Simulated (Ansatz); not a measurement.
Consider a 16-atom supercell of GaN in the zinc blende structure (space group F-43m, No. 216; a = 4.549 Å) at its relaxed geometry.

Method: Ansatz (a quantum-chemistry and plane-wave program) PBE, spin-orbit coupling left out.

One neutral defect a cell, atoms relaxed at fixed cell.

One change was made to it. Results:

| quantity | base | after |
|---|---|---|
| pressure | 0.0 GPa | 7.7 GPa |
| largest displacement of a host atom from its site in the perfect cell | – | 0.12 Å |

Name the change that was made.
A) N interstitial (started 1.97 Å from the nearest host atom)
B) Ga vacancy
C) In on a Ga site
D) N vacancy, symmetric start

C, In on a Ga site. For comparison, the pressure in the other runs: N interstitial (started 1.97 Å from the nearest host atom) gives 12.9 GPa; Ga vacancy gives 2.3 GPa; N vacancy, symmetric start gives -0.7 GPa.

Other magnetic orders, which the real material may have, were not ruled out. In so small a cell the defect repeats every few ångströms: this is an ordered compound, not a dilute defect. The mesh was chosen for an insulator and is coarse for the gapless case. Defects with a symmetric start kept the site's symmetry and may sit on a saddle; the others started slightly shaken. Seeded moments were not kept for In on a Ga site, N interstitial (started 1.97 Å from the nearest host atom) and N vacancy. This is not the structure that GaN has at room temperature and ambient pressure.
